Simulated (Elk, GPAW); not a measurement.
A GPAW input for a self-consistent single point of Ti6PtAu (Pm-3, 8 atoms in the cell) (DFT LDA (Perdew-Wang 92), plane waves, GPAW PAW datasets LDA (gpaw-data 1.0.1)):

```python
from ase import Atoms
from ase.units import GPa
from gpaw import GPAW, PW

atoms = Atoms(['Ti', 'Ti', 'Ti', 'Ti', 'Ti', 'Ti', 'Pt', 'Au'],
              cell=[[5.056150, 0.000000, 0.000000],
                    [0.000000, 5.056150, 0.000000],
                    [0.000000, 0.000000, 5.056150]],
              scaled_positions=[[0.000000, 0.500000, 0.753550],
                                [0.000000, 0.500000, 0.246450],
                                [0.753550, 0.000000, 0.500000],
                                [0.246450, 0.000000, 0.500000],
                                [0.500000, 0.753550, 0.000000],
                                [0.500000, 0.246450, 0.000000],
                                [0.000000, 0.000000, 0.000000],
                                [0.500000, 0.500000, 0.500000]],
              pbc=True)

calc = GPAW(mode=PW(850),
            xc='LDA',
            kpts=(5, 5, 5),
            occupations={'name': 'methfessel-paxton', 'width': 0.136, 'order': 0},
            nbands=-16,
            convergence={'density': 1e-05, 'energy': 1e-05},
            symmetry={'symmorphic': False, 'tolerance': 0.0005},
            maxiter=150,
            txt='-')

atoms.calc = calc

energy = atoms.get_potential_energy()
print('Energy (eV):', round(energy, 6))
forces = atoms.get_forces()
print('Forces (eV/Ang):')
print(forces.round(5))
stress = atoms.get_stress()
print('Stress (GPa, Voigt):', (stress / GPa).round(4))
```

**Question.** Write the same calculation as an input for Elk.

**Answer.** One input that does it (others would too):

```
tasks
  0

tforce
  .true.

rgkmax
  8.0

gmaxvr
  18.0

lmaxapw
  10

lmaxo
  8

nxlo
  2

lorbcnd
  .true.

lradstp
  2

nrmtscf
  2.0

rmtscf
  0.92

lmaxi
  4

stype
  0

swidth
  0.00499791

maxscl
  100

avec
    9.5547387450    0.0000000000    0.0000000000
    0.0000000000    9.5547387450    0.0000000000
    0.0000000000    0.0000000000    9.5547387450

atoms
  3
  'Ti.in'
  6
  0.0000000000  0.5000000000  0.7535500000    0.0 0.0 0.0
  0.0000000000  0.5000000000  0.2464500000    0.0 0.0 0.0
  0.7535500000  0.0000000000  0.5000000000    0.0 0.0 0.0
  0.2464500000  0.0000000000  0.5000000000    0.0 0.0 0.0
  0.5000000000  0.7535500000  0.0000000000    0.0 0.0 0.0
  0.5000000000  0.2464500000  0.0000000000    0.0 0.0 0.0
  'Pt.in'
  1
  0.0000000000  0.0000000000  0.0000000000    0.0 0.0 0.0
  'Au.in'
  1
  0.5000000000  0.5000000000  0.5000000000    0.0 0.0 0.0

ngridk
  5 5 5
```

Basis settings and potentials, where a program has them, do not carry over. This input uses DFT, LDA (PW92), all-electron FP-LAPW, Elk's shipped species files, APW+lo basis with extra local orbitals. LDA parametrisations can differ slightly between programs.

The starting cell comes from a database of computed structures (which also holds hypothetical and non-ambient phases and stackings), without a prior relaxation at this level.
